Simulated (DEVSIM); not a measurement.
Device: Mo/SiO2/p-Si capacitor, at 300 K.

```
layer (left to right)  material  thickness (nm)  Na (cm⁻³)
---------------------  --------  --------------  ---------
1                          SiO2            7.30          -
2                            Si            1100     2.5e17
```

Metal gate on the left, work function 4.6 eV. Fixed charge at the semiconductor interface 8e11 cm⁻² (in units of +e); no interface traps.

Constants are typed, rounded textbook-type inputs, not results; the design itself was drawn at random and stands for no fabricated device. Values at 300 K; Nc and Nv go as T^1.5, mobilities as T to minus their exponent, the gap by Varshni's rule with the affinity fixed.

```csv
parameter,SiO2,Si
gap (eV),9,1.124
affinity (eV),0.9,4.05
permittivity,3.9,11.7
Nc (cm⁻³),-,2.86e19
Nv (cm⁻³),-,3.1e19
Varshni α (eV/K),-,0.000473
Varshni β (K),-,636
```

Simulated with DEVSIM: 1D Poisson equation in equilibrium, Boltzmann statistics, complete ionisation; no quantum confinement or tunnelling. Metal contacts follow the ideal Schottky-Mott rule: no Fermi-level pinning, no interface dipoles.

The temperature was swept, all else fixed.

```tsv
temperature (K)	minimum of the low-frequency capacitance (μF/cm²)	threshold voltage (band bending 2φF) (V)	flat-band voltage (V)
250	0.121	0.77	-0.76
300	0.125	0.73	-0.72
350	0.131	0.68	-0.68
400	0.139	0.62	-0.64
450	0.147	0.57	-0.59
500	0.157	0.51	-0.55
```

From the first row to the last the minimum of the low-frequency capacitance goes from 0.121 to 0.157. From the first row to the last the threshold voltage (band bending 2φF) goes from 0.77 to 0.51.
